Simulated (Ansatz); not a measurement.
**rock-salt PbS (0 0 1) on zinc-blende GaAs (0 0 1) (film strained to the substrate, started from cuts of the bulks and a machine-learned relaxation; metallic at this level, with no gap by band count; slabs As6Ga5 and Pb4S4, which can lie off the formulas)**

A periodic stack without vacuum, rock-salt PbS (0 0 1) on zinc-blende GaAs (0 0 1) (film strained to the substrate, started from cuts of the bulks and a machine-learned relaxation; metallic at this level, with no gap by band count; slabs As6Ga5 and Pb4S4, which can lie off the formulas): substrate slab As6Ga5, film Pb4S4, surface cells [[1, 0], [1, 1]] and [[1, 0], [1, 1]], film strained by -4.4 and -4.4 %, outermost planes As/As and PbS/PbS as cut, which need not be the usual terminations and can put a slab off its formula.

The start was prepared with a machine-learned potential, and the result is one local minimum, with the in-plane cell held and forces under 0.04 eV/Å; the film can end far from its bulk form.

These are PBE (plane waves to 420 eV, PAW; Ansatz, a quantum-chemistry and plane-wave program) values and carry that method's errors. No spin–orbit coupling. Its k-point mesh 6×6×1, Fermi–Dirac width 0.05 eV.

The interface area is 16.5 Å² and the period is 29.46 Å. The heights between the nearest atoms of the two slabs at the two interfaces comes out as 2.77 and 2.71 Å. The As–Pb contacts across the interfaces within 1.22 times the sum of covalent radii is 2, mean 3.00 Å and the spin-polarised check at this geometry comes out as falls back to no moment.

```yaml
crystal:
  lattice:
    - [4.06268, -0.00017, 0.03102]
    - [0.00089, 4.06164, -0.09773]
    - [-1.46017, -0.38372, 29.46689]
  atoms:
    - { symbol: As, position: [0.00411, 0.47131, 0.14954] }
    - { symbol: As, position: [0.44230, 0.94544, 0.05220] }
    - { symbol: As, position: [0.05911, 0.52305, 0.34376] }
    - { symbol: As, position: [0.52996, 0.99660, 0.24660] }
    - { symbol: As, position: [0.11704, 0.61439, 0.53801] }
    - { symbol: As, position: [0.58774, 0.04409, 0.44086] }
    - { symbol: Ga, position: [0.01488, 0.98413, 0.19770] }
    - { symbol: Ga, position: [0.49061, 0.45801, 0.09949] }
    - { symbol: Ga, position: [0.07312, 0.03637, 0.39267] }
    - { symbol: Ga, position: [0.54437, 0.50957, 0.29518] }
    - { symbol: Ga, position: [0.60280, 0.55442, 0.49095] }
    - { symbol: Pb, position: [0.67777, 0.86815, 0.74197] }
    - { symbol: Pb, position: [0.14491, 0.35175, 0.63188] }
    - { symbol: Pb, position: [0.72995, 0.92462, 0.96010] }
    - { symbol: Pb, position: [0.20844, 0.39573, 0.84911] }
    - { symbol: S, position: [0.17750, 0.36807, 0.74087] }
    - { symbol: S, position: [0.64908, 0.83685, 0.64584] }
    - { symbol: S, position: [0.24225, 0.42083, 0.94473] }
    - { symbol: S, position: [0.70847, 0.89574, 0.84912] }
```
